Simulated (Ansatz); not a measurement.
## fluorite-type NiSi2 (0 0 1) on Si0.875Ge0.125, ordered (0 0 1), Sb on 1 of 2 substrate sites at each interface (film strained to the substrate, faces as cut)

A periodic stack without vacuum, fluorite-type NiSi2 (0 0 1) on Si0.875Ge0.125, ordered (0 0 1), Sb on 1 of 2 substrate sites at each interface (film strained to the substrate, faces as cut): substrate slab Ge2Si14Sb2, film Ni8Si16, surface cells [[0, 1], [-1, 0]] and [[0, -1], [2, 1]], film strained by +1.0 and +1.0 %, faces Si/Si and Si/Ni as cut (like faces can put a slab off its formula).

The start was prepared with a machine-learned potential, and the result is one local minimum, with the in-plane cell held and forces under 0.04 eV/Å; the film can end far from its bulk form.

All values below come from PBE (plane waves to 420 eV, PAW; Ansatz, a first-principles code). Spin–orbit coupling is left out; the runs are not spin-polarised. Its k-point mesh 5×5×1, Fermi–Dirac width 0.05 eV.

The interface area is 30.3 Å², the period comes out as 24.07 Å and the gaps between the outermost planes at the two interfaces comes out as 1.94 and 1.41 Å. The Sb–Si contacts across the interfaces within 1.22 times the sum of covalent radii is 3, mean 2.84 Å. The Ni–Sb contacts across the interfaces within 1.22 times the sum of covalent radii comes out as 2, mean 2.54 Å. The Ni–Si contacts across the interfaces within 1.22 times the sum of covalent radii comes out as 2, mean 2.37 Å. The Si–Si contacts across the interfaces within 1.22 times the sum of covalent radii is 2, mean 2.51 Å.

```xyz
42
Lattice="5.4964 0.0000 -0.2190 -0.0019 5.5003 -0.0358 1.2915 -2.8993 24.0610" Properties=species:S:1:pos:R:3 pbc="T T T"
Ge     4.8965     0.0366     3.2350
Si     2.1464     2.7845     3.3428
Si     0.8567     4.1701     4.7736
Si     3.5504     1.4215     4.6859
Sb     2.0360     0.0119     0.5575
Si     4.7699     2.7646     0.2529
Si     3.5750     3.9965     1.8878
Si     0.6077     1.5564     2.0148
Ge     5.1301     0.0356     8.7502
Si     2.3991     2.8084     8.8294
Si     0.9797     4.0425    10.2854
Si     3.9144     1.5736    10.1768
Si     2.2524     0.0595     6.1055
Si     5.0088     2.8029     5.9774
Si     3.6519     4.1866     7.3697
Si     0.9647     1.4435     7.5197
Sb     2.0777     0.4811    11.6469
Si     4.9755     3.1035    11.6676
Ni     1.6701     1.2088    17.8396
Ni     4.4243    -1.5523    17.7409
Ni     4.3204     1.1731    15.0782
Ni     1.5814    -1.5653    15.2049
Ni     1.8509     1.2157    23.0618
Ni     4.6583    -1.4936    22.9671
Ni     4.5209     1.2192    20.3420
Ni     1.7680    -1.5140    20.4660
Si     3.0044     2.5551    16.4287
Si     5.7563    -0.1921    16.3419
Si     5.7378     2.5765    16.3324
Si     2.9838    -0.1674    16.4687
Si     6.0132     2.1762    13.6036
Si     3.3035    -0.6074    13.6964
Si     2.9578     2.5034    13.7961
Si     5.6937    -0.2599    13.7051
Si     3.1959     2.6085    21.7309
Si     5.9501    -0.1422    21.6781
Si     5.9562     2.6046    21.6922
Si     3.2072    -0.1468    21.8306
Si     5.8479     2.5861    19.0077
Si     3.1012    -0.1632    19.1273
Si     3.0933     2.5938    19.0953
Si     5.8406    -0.1565    19.0012
```
